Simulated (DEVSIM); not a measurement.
System: Schottky contact on n-type GaN, at 300 K.

Layer 1 from the left is GaN, thickness (μm) 13.0, Nd (cm⁻³) 2.8e16, τn (s) 8.1e-9, τp (s) 8.1e-9.

Left contact: Schottky, work function 5.06 eV, emission velocity 3.6e6 cm/s. Right contact: ohmic. Voltage is applied to the left contact. Recombination: SRH at mid-gap. Mobility is μmin + (μ − μmin)/(1 + (N/Nref)^α).

Constants are typed, rounded textbook-type inputs, not results; the design itself was drawn at random and stands for no fabricated device. Values at 300 K.

GaN: gap (eV) 3.43, affinity (eV) 4.1, permittivity 9.5, Nc (cm⁻³) 2.3e18, Nv (cm⁻³) 4.6e19, μn (cm²/Vs) 1200, μp (cm²/Vs) 100, μn,min 55, μp,min 3, Nref,n 2e17, Nref,p 3e17, αn 1, αp 2.

Simulated with DEVSIM: 1D drift-diffusion, Boltzmann statistics, complete ionisation; no tunnelling, impact ionisation, image-force lowering or self-heating. Metal contacts follow the ideal Schottky-Mott rule: no Fermi-level pinning, no interface dipoles.

Dark forward current:

```
|V| (V)  |J| (A/cm²)
-------  -----------
0.05       5.641e-10
0.10        4.460e-9
0.15        3.137e-8
0.20        2.172e-7
0.25        1.501e-6
0.30        1.036e-5
0.35        7.149e-5
0.40       0.0004931
0.45        0.003399
0.50         0.02341
0.55          0.1608
0.60           1.093
0.65           7.021
0.70           35.43
0.75           109.9
0.80           224.2
0.85           361.1
0.90           510.5
0.95           667.5
1.00           829.3
1.05           994.7
1.10            1162
1.15            1332
1.20            1503
1.25            1676
1.30            1849
```

Work out the local ideality factor n = ΔV / (kT/q · ln(J2/J1)) between the rows 0.15 and 0.20 V, 1.25 and 1.30 V.

kT/q = 25.85 mV. From 0.15 to 0.20 V: ln(2.172e-7/3.137e-8) = 1.935, n = 1.00, near the 1 of diffusion or emission over a barrier. From 1.25 to 1.30 V: ln(1849/1676) = 0.098, n = 19.69; the layers' resistance at their doping, Σ W/(qμN) = 0.00027 Ω cm², would take 47 mV of this step of 50 mV.

Estimate the current at 0.40 V for emission alone, J0 = q v N_band exp(−φB/kT), and read the barrier back from the simulated current.

φB = 0.960 eV, N_band = 2.30e18 cm⁻³, J0 = 9.87e-11 A/cm²; J = J0 (exp(qV/kT) − 1) = 0.000518 A/cm². The simulation gives 0.000493 A/cm²; the estimate lies 5.1 % above. Read backwards, the simulated current gives an apparent barrier of 0.961 eV. The estimate leaves out transport through the depletion region and minority injection.
